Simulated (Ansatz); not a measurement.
System: interstitial H in zinc-blende GaN (charge state -1). Calculation: PBE, PAW (plane waves to 420 eV; Ansatz, a quantum-chemistry and plane-wave program).

64-site cell at the relaxed PBE lattice, one k-point at (0.250, 0.250, 0.250), smearing 0.01 eV, spin-restricted, no finite-size correction. Energies are static. The host's phase is taken as given; its stability against other phases was not computed. The charge state is imposed; whether it is stable for some Fermi level was not computed. Sites that were not tried may lie lower. The start lies 0.063 eV above the lowest site run (PBE).

Barriers: single points on a 2×2×2 k-point mesh shifted by half a step at the bands' geometries.

Relaxed starting cell (atoms counted from 1):

```xyz
65
Lattice="9.0971 0.0000 0.0000 0.0000 9.0971 0.0000 0.0000 0.0000 9.0971" Properties=species:S:1:pos:R:3 pbc="T T T"
Ga    -0.0096    -0.0034     0.0005
Ga    -0.0082    -0.0020     4.5358
Ga     0.0001     4.5494    -0.0092
Ga    -0.0096     4.5592     4.5348
Ga     4.5512    -0.0018    -0.0032
Ga     4.5912    -0.0432     4.4948
Ga     4.5548     4.5597     0.0010
Ga     4.5513     4.5557     4.5359
N      1.1215     1.1284     3.3805
N      1.1393     1.1257     7.9518
N      1.1357     5.6875     3.3992
N      1.1411     5.6815     7.9506
N      5.6733     1.1521     3.4175
N      5.7112     1.1285     7.9698
N      5.6860     5.6926     3.4047
N      5.6924     5.6869     7.9544
Ga    -0.0132     2.2823     2.2501
Ga    -0.0052     2.2718     6.8099
Ga    -0.0059     6.8240     2.2650
Ga    -0.0134     6.8089     6.8206
Ga     4.5511     2.2793     2.2502
Ga     4.6742     2.3383     6.8757
Ga     4.5505     6.8236     2.2648
Ga     4.5513     6.8089     6.8171
N      1.1413     3.4119     1.1234
N      1.1392     3.4128     5.6647
N      1.1357     7.9575     1.1293
N      1.1211     7.9383     5.6671
N      5.6924     3.4156     1.1286
N      5.7114     3.4311     5.6671
N      5.6859     7.9630     1.1342
N      5.6732     7.9757     5.6912
Ga     2.2694    -0.0006     2.2510
Ga     2.2140    -0.1229     6.8729
Ga     2.2678     4.5634     2.2498
Ga     2.2774     4.5551     6.8103
Ga     6.8211     0.0002     2.2656
Ga     6.8371    -0.0010     6.8183
Ga     6.8225     4.5550     2.2648
Ga     6.8391     4.5634     6.8196
N      3.4152     1.1364     1.1267
N      3.2897     1.2635     5.8032
N      3.4156     5.6921     1.1338
N      3.4151     5.6849     5.6752
N      7.9570     1.1369     1.1350
N      7.9635     1.1365     5.6754
N      7.9626     5.6867     1.1283
N      7.9570     5.6934     5.6756
Ga     2.2772     2.2721    -0.0035
Ga     2.2147     2.3350     4.4159
Ga     2.2676     6.8088     0.0047
Ga     2.2695     6.8096     4.5371
Ga     6.8390     2.2815     0.0046
Ga     6.8370     2.2803     4.5369
Ga     6.8225     6.8235    -0.0037
Ga     6.8211     6.8245     4.5382
N      3.4236     3.4292     3.3785
N      3.4254     3.4150     7.9538
N      3.3999     7.9748     3.4166
N      3.4235     7.9363     7.9683
N      7.9622     3.4170     3.3986
N      7.9683     3.4111     7.9499
N      7.9552     7.9629     3.4046
N      7.9621     7.9569     7.9558
H      2.6858     1.8674     6.4079
```
Cell charge -1.

End state 1 differs by these moves (Å; atoms that move under 0.08 Å are left out):

```
atom  element     Δx     Δy     Δz
----  -------  -----  -----  -----
22         Ga   0.19   0.25   0.25
42          N  -0.08  -0.33  -0.32
65          H   1.12  -0.35  -0.34
```

Predict the forward and backward barriers to end state 1 from PBE, PAW.

forward 0.035 eV, backward 0.097 eV; at the saddle point atom 65 has neighbours Ga at 1.92, 2 Ga at 2.19; N at 1.04 Å. The saddle point's order was not checked, and it lies on a symmetry element of the cell, where a band can be held.

End state 2 differs by these moves (Å; atoms that move under 0.08 Å are left out):

```json
[
 {"atom": "22", "element": "Ga", "Δx": "0.19", "Δy": "0.25", "Δz": "0.25"},
 {"atom": "42", "element": "N", "Δx": "-0.08", "Δy": "-0.33", "Δz": "-0.32"},
 {"atom": "65", "element": "H", "Δx": "1.11", "Δy": "-0.34", "Δz": "-0.34"}
]
```

What forward and backward barriers to end state 2 does PBE, PAW give?

forward 0.035 eV, backward 0.097 eV; at the saddle point atom 65 has neighbours Ga at 1.92, Ga at 2.18, Ga at 2.19; N at 1.04 Å. The saddle point's order was not checked, and it lies on a symmetry element of the cell, where a band can be held.
